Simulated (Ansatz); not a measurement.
The reference is HgS in the zinc blende structure (space group F-43m, No. 216; a = 5.876 Å). Axes: x, y, z lie along the cube axes.

Computed with DFT with PBEsol, PAW potentials and a 420 eV plane-wave cutoff in Ansatz (a first-principles code), no spin-orbit coupling, earlier PAW set.

Strains are applied to the cell and any free atomic positions relax; under biaxial strain the out-of-plane vector relaxes too; under stress the whole cell relaxes.

One change was made to it. Results:

| quantity | base | after |
|---|---|---|
| volume per atom | 25.36 Å³ | 25.85 Å³ |
| energy relative to the base (free energy F) | 0 meV/atom | +5.7 meV/atom |

Task: Which change produced these results?
(A) biaxial strain −4.69 %, plane normal [110], relaxed out of plane
(B) biaxial strain +2.06 %, plane normal [110], relaxed out of plane
(C) biaxial strain +1.55 %, plane normal [001], relaxed out of plane
(D) isotropic strain +1.04 %
(E) uniaxial stress, 0.5 GPa tension along x

Result: B, biaxial strain +2.06 %, plane normal [110], relaxed out of plane. For comparison, the energy relative to the base in the other runs: uniaxial stress, 0.5 GPa tension along x gives +0.8 meV/atom; isotropic strain +1.04 % gives +4.5 meV/atom; biaxial strain −4.69 %, plane normal [110], relaxed out of plane gives +28 meV/atom; biaxial strain +1.55 %, plane normal [001], relaxed out of plane gives +1.5 meV/atom.

A biaxial case was relaxed in a doubled cell and then solved in the primitive one. The mesh was chosen for an insulator and is coarse for the gapless case. Stability under load was not tested beyond the relaxation. The final runs are not spin-polarised.
